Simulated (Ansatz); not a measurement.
# PBE against r2SCAN: TiO2, pressure 0.3 GPa

Consider TiO₂ in the anatase structure (space group I4_1/amd, No. 141; a = 3.7988 Å, c = 9.7008 Å).

(Cell as relaxed with PBE.)

Levels (all Ansatz, an electronic-structure program, PAW): PBE (420 eV, scalar-relativistic without spin-orbit coupling); r2SCAN (500 eV, spin-orbit coupling left out).

Each level relaxes its own structure.

| base | PBE | r2SCAN |
|---|---|---|
| volume per atom | 11.67 Å³ | 11.40 Å³ |
| lattice parameter a | 3.799 Å | 3.778 Å |
| band gap | 2.13 eV | 2.53 eV |

The change: cell and atoms relaxed at a pressure of 0.3 GPa.

```
quantity                           PBE   r2SCAN
-----------------------------  -------  -------
shortest interatomic distance  1.945 Å  1.932 Å
band gap                       2.13 eV  2.53 eV
smallest direct gap            2.43 eV  2.87 eV
```

PBE's shortest interatomic distance lies 0.013 Å above r2SCAN's (0.7 %); PBE's band gap lies 0.40 eV below r2SCAN's; PBE's smallest direct gap lies 0.44 eV below r2SCAN's. Neither level is exact; r2SCAN is the comparison here, not a measurement.

Load acts through the strain it causes; cell and atoms are relaxed under it. No phonon test of stability was made. The final runs are not spin-polarised.
